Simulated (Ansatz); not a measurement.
# Pt in the fcc (Cu type) structure (space group Fm-3m, No. 225)

```xyz
1
Lattice="0.0000 1.9701 1.9701 1.9701 0.0000 1.9701 1.9701 1.9701 0.0000" Properties=species:S:1:pos:R:3 pbc="T T T"
Pt     0.0000     0.0000     0.0000
```

Computed with r2SCAN in Ansatz (plane waves to 500 eV, PAW, no spin-orbit coupling). Γ-centred 20×20×20 mesh, Fermi–Dirac width 0.05 eV.

| Item | Result |
|---|---|
| Volume per atom | 15.29 Å³ |
| Density | 21.18 g/cm³ |
| Band gap | zero |
| Total energy | -12536.789 eV/atom (σ→0; compares only within this code and set-up) |

No phonon test of stability was made. The final runs are not spin-polarised.

Ansatz is a quantum-chemistry and plane-wave program.
